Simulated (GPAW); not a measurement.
Band structure of Gd (P6_3/mmc, 2 atoms in the cell).

```yaml
crystal:
  lattice:
    - [3.62882, 0.00000, 0.00000]
    - [-1.81441, 3.14265, 0.00000]
    - [0.00000, 0.00000, 5.88047]
  atoms:
    - { symbol: Gd, position: [0.33333, 0.66667, 0.25000], spin: 7.0 }
    - { symbol: Gd, position: [0.66667, 0.33333, 0.75000], spin: 7.0 }
```
(The spins are starting values, not results.)

Method: PBE, GPAW PAW datasets PBE (gpaw-data 1.0.1) (plane waves; GPAW).

Settings: spinpol = true; mode = pw; ecut = 850 eV; xc = PBE; kpts = 7 7 4; mesh shift (steps) = 0 0 0; occupations.name = methfessel-paxton; occupations.width = 0.1 eV; occupations.order = 0; nbands = -8; convergence.density = 1e-05 e/electron; symmetry.symmorphic = false; symmetry.tolerance = 0.0005; maxiter = 120.

The starting cell comes from a database of computed structures (which also holds hypothetical and non-ambient phases and stackings), without a prior relaxation at this level. Its lattice was rescaled by a random factor within 2.5 % of one. Spin-orbit coupling is off. The magnetic order is the one reached from the typed start; others were not searched systematically. With U or open f shells several self-consistent states can exist. The f electrons are in the valence without U or exact exchange, which can misplace them near the Fermi level. Spin-orbit terms, which matter for f shells, are left out.

Levels in eV from the Fermi level, bands 23 to 29 of the first spin channel:
```tsv
point	23	24	25	26	27	28	29
Γ	-4.64	-2.53	0.82	1.30	1.31	1.31	1.89
M	-2.18	-1.76	-1.34	-0.13	0.95	1.12	1.62
K	-1.17	-1.05	-1.05	-0.54	0.62	0.62	2.00
A	-3.66	-3.66	0.36	0.36	1.25	1.25	1.25
L	-2.18	-2.18	-0.54	-0.54	1.39	1.39	2.55
H	-0.92	-0.92	-0.60	-0.60	0.08	0.08	2.36
```

Bands cross the Fermi level along this path, so the cell is metallic at this level.

The net moment of the cell came out as 15.41 μB.
